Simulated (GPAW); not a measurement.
Input and output of a self-consistent single point for Zr4CuNi (I422, 6 atoms in the cell) (GPAW).

Computed with PBEsol, GPAW PAW datasets PBEsol (made by gpaw-setup) (plane waves; GPAW).

The change in words: lattice scaled by 0.98. Reference geometry:
```yaml
crystal:
  lattice:
    - [-3.29512, 3.29512, 2.60385]
    - [3.29512, -3.29512, 2.60385]
    - [3.29512, 3.29512, -2.60385]
  atoms:
    - { symbol: Zr, position: [0.41119, 0.91119, 0.82238] }
    - { symbol: Zr, position: [0.91119, 0.08881, 0.50000] }
    - { symbol: Zr, position: [0.08881, 0.58881, 0.17762] }
    - { symbol: Zr, position: [0.58881, 0.41119, 0.50000] }
    - { symbol: Cu, position: [0.50000, 0.50000, 0.00000] }
    - { symbol: Ni, position: [0.00000, 0.00000, 0.00000] }
```

Reference input (self-consistent single point, DFT PBEsol, plane waves, GPAW PAW datasets PBEsol (made by gpaw-setup)): mode = pw; ecut = 850 eV; xc = PBEsol; kpts = 5 5 5; mesh shift (steps) = 0 0 0; occupations.name = methfessel-paxton; occupations.width = 0.136 eV; occupations.order = 0; nbands = -10; convergence.forces = 0.001 eV/Å; symmetry.symmorphic = false; symmetry.tolerance = 0.0005. This run's input differs from it in these lines:

```diff
@@ -5,5 +5,5 @@
 atoms = Atoms(['Zr', 'Zr', 'Zr', 'Zr', 'Cu', 'Ni'],
-              cell=[[-3.295115, 3.295115, 2.603845],
-                    [3.295115, -3.295115, 2.603845],
-                    [3.295115, 3.295115, -2.603845]],
+              cell=[[-3.229213, 3.229213, 2.551768],
+                    [3.229213, -3.229213, 2.551768],
+                    [3.229213, 3.229213, -2.551768]],
               scaled_positions=[[0.411190, 0.911190, 0.822380],
```

Output, abridged:

```
     iter     time        total  log10-change:
                         energy   eigst   dens  force
iter:   1 --:--:--   -53.621208
iter:   2 --:--:--   -46.120032   +0.06  -1.25
iter:   3 --:--:--   -46.080259   -0.72  -1.49
iter:   4 --:--:--   -45.789304   -0.94  -1.52
iter:   5 --:--:--   -45.529794   -1.44  -1.73
iter:   6 --:--:--   -45.561833   -2.04  -2.01
iter:   7 --:--:--   -45.535224c  -2.02  -2.08
iter:   8 --:--:--   -45.538954c  -2.63  -2.42
iter:   9 --:--:--   -45.543578c  -2.75  -2.50
iter:  10 --:--:--   -45.529456c  -3.20  -2.68
iter:  11 --:--:--   -45.523547c  -3.32  -3.11
   [... 4 lines left out ...]
iter:  16 --:--:--   -45.523320c  -5.42  -3.82
iter:  17 --:--:--   -45.523310c  -6.20  -3.89
iter:  18 --:--:--   -45.523303c  -6.95  -3.89
iter:  19 --:--:--   -45.523290c  -5.39  -3.90
iter:  20 --:--:--   -45.523290c  -6.04  -4.32c
iter:  21 --:--:--   -45.523288c  -7.42c -4.42c
iter:  22 --:--:--   -45.523286c  -6.48  -4.47c
iter:  23 --:--:--   -45.523283c  -7.01  -4.67c
iter:  24 --:--:--   -45.523284c  -7.42c -4.62c -2.30
iter:  25 --:--:--   -45.523286c  -7.98c -4.74c -3.42c
Converged after 25 iterations.

Dipole moment: (0.000000, -0.000000, 0.000000) |e|*Ang

Energy contributions relative to reference atoms: (reference = -477668.472843)

Kinetic:         -1.427134
Potential:       -0.842970
External:        +0.000000
XC:             -44.901717
Entropy (-ST):   -0.040488
Local:           +1.668779
SIC:             +0.000000
--------------------------
Free energy:    -45.543529
Extrapolated:   -45.523286

Showing only first 2 kpts
 Kpt  Band  Eigenvalues  Occupancy
  0    35      9.41945    2.00000
  0    36      9.46411    1.99999
  0    37      9.73796    1.88761
  0    38     10.17495    0.00311

  1    35      9.36931    2.00000
  1    36      9.46708    1.99999
  1    37      9.76476    1.80942
  1    38     10.05200    0.09333

Fermi level: 9.89063

No gap
   [... lines left out ...]
  0 Zr   -0.02692   -0.02692   -0.00000
  1 Zr    0.02692   -0.02692    0.00000
  2 Zr    0.02692    0.02692   -0.00000
  3 Zr   -0.02692    0.02692   -0.00000
  4 Cu    0.00000    0.00000    0.00000
  5 Ni   -0.00000    0.00000   -0.00000

Stress tensor:
    -0.014309     0.000000     0.000000
     0.000000    -0.014309     0.000000
     0.000000     0.000000    -0.010943
Stress (GPa, Voigt): [-2.2925 -2.2925 -1.7532  0.      0.      0.    ]
```

The run converged in 25 iterations. GPAW prints stress with tension positive. Against the reference run the free energy drops by 11.1 meV/atom, the pressure goes from -5.12 to 2.11 GPa and the largest force moves little (0.037 to 0.038 eV/Å).

The starting cell comes from a database of computed structures (which also holds hypothetical and non-ambient phases and stackings), without a prior relaxation at this level. For this run, on top of that: lattice scaled by 0.98. Spin polarisation is off.

Cost on one core of a shared machine: roughly 2 min.
